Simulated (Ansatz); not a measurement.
```
KMgF3
1.0
    3.99158     0.00000     0.00000
    0.00000     3.99158     0.00000
    0.00000     0.00000     3.99158
K Mg F
1 1 3
Direct
  0.00000   0.00000   0.00000
  0.50000   0.50000   0.50000
  0.00000   0.50000   0.50000
  0.50000   0.50000   0.00000
  0.50000   0.00000   0.50000
```

The cell is fixed at its relaxed static size. Melting and transitions to other phases are not modelled.

Problem. Estimate each atom's mean-square displacement (sum over three axes) at 600 K from path-integral sampling on the energy surface fitted in the stochastic self-consistent harmonic approximation in a 2×2×2 supercell, DFT at the PBEsol level (Ansatz, a program for electronic structure).

Solution. K1 0.054 Å², Mg2 0.025 Å², F3 0.058 Å², F4 0.058 Å², F5 0.058 Å². Waves longer than the supercell are missing, so the values are low for an infinite crystal. Over all wave vectors of the supercell the softest harmonic mode is 82 cm⁻¹ at q = (0.50, 0.50, 0.50); the softest of the Hessian is 93 cm⁻¹ at q = (0.50, 0.50, 0.50) at 300 K (error under 1; the run's verdict: stable), 100 cm⁻¹ at q = (0.50, 0.50, 0.50) at 600 K (error under 1; the run's verdict: stable).
